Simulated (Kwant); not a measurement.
Device: π system c1cc2sccc2s1 between two chain leads. The π system is taken as planar. Atoms are numbered from 0 in the order of the SMILES. Site energies (eV, carbon 0): [0.0, 0.0, 0.0, -2.97, 0.0, 0.0, 0.0, -2.97]. Bonds (i, j, β in eV): (0,1,-2.7) (1,2,-2.7) (2,3,-1.89) (3,4,-1.89) (4,5,-2.7) (5,6,-2.7) (6,7,-1.89) (7,0,-1.89) (6,2,-2.7). Leads: chains of hopping −4.1 eV, joined by −1.4 eV to atoms 1 and 5.

Site energies and bond integrals are typed Hückel values.

Kwant, Hückel tight-binding model, one pz orbital an atom, one spin, coherent transport at 0 K. Conductance is in e²/h.

Sweep values stay those of the base run.

Base results: transmission at E = 0 0.0025.

Q: What follows from this one change: contacts moved from atoms [1, 5] to [0, 4]?

A: transmission at E = 0 0.0025 → 0.056.

Q: What follows from this one change: contacts moved from atoms [1, 5] to [0, 1]?

A: transmission at E = 0 0.0025 → 0.084.
